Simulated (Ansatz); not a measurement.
Take Mg₂Ge in the anti-fluorite structure (space group Fm-3m, No. 225; a = 6.286 Å) as the base.

Computed with plane-wave PAW DFT at the LDA level (Ansatz, a quantum-chemistry and plane-wave program, 420 eV), spin-orbit coupling left out.

Base values:

| Property | Result |
|---|---|
| Band gap | 0.10 eV |
| Smallest direct gap | 1.16 eV |
| Electron mass | 0.55 mₑ along k, 0.18 mₑ across (at X) |

It is then changed as follows: an isotropic linear strain of +1.50 %, atoms relaxed at fixed cell.

Question: Estimate the effect on the band gap.

Answer: The band gap rises by 0.04 eV (0.10 eV → 0.14 eV).

Question: Predict the new smallest direct gap.

Answer: The smallest direct gap falls by 0.254 eV to 0.90 eV.

Question: What does the calculation give for the electron mass after the change?

Answer: The electron mass goes from 0.55 mₑ along k, 0.18 mₑ across (at X) to 0.55 mₑ along k, 0.19 mₑ across (at X).

Effective masses come from finite differences of ±0.01 Å⁻¹. Along k means along the line from Γ to the band edge. Whether these cells are dynamically stable was not tested. The zero or small gap of Mg2Ge can change with the level of theory.
